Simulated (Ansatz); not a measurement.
# What uniaxial strain ε_xx = +1.50 % does to MoSi2

The parent structure is MoSi₂ (space group I4/mmm, No. 139; a = 3.190 Å, c = 7.822 Å; relaxed with 0.1 eV smearing). Axes: x, y, z lie along a, b, c of the conventional cell.

It is then changed as follows: the cell is stretched by 1.50 % along x with no lateral relaxation, atoms relaxed at fixed cell.

All numbers come from PBEsol/PAW in Ansatz (a quantum-chemistry and plane-wave program), no spin-orbit coupling. Γ-centred 25×25×25 mesh, Fermi–Dirac width 0.1 eV.

Shortest interatomic distance: 2.578 Å (base 2.580 Å)
Energy relative to the base (free energy F): +3.7 meV/atom
Pressure (mean of the normal stresses, compression positive): -3.0 GPa (base 0.0 GPa)
Band gap: zero (base zero)
Stress (xx, yy, zz, yz, xz, xy; compression positive): (-5.9, -1.8, -1.4, 0.0, 0.0, 0.0) GPa

Final structure:

```
CELL_PARAMETERS angstrom
     -1.61896     1.59504     3.91100
      1.61896    -1.59504     3.91100
      1.61896     1.59504    -3.91100
ATOMIC_POSITIONS crystal
  Si 0.66481 0.66481 0.00000
  Si 0.33519 0.33519 0.00000
  Mo 0.00000 0.00000 0.00000
```

Stability against distortions was not tested. The final runs are not spin-polarised.
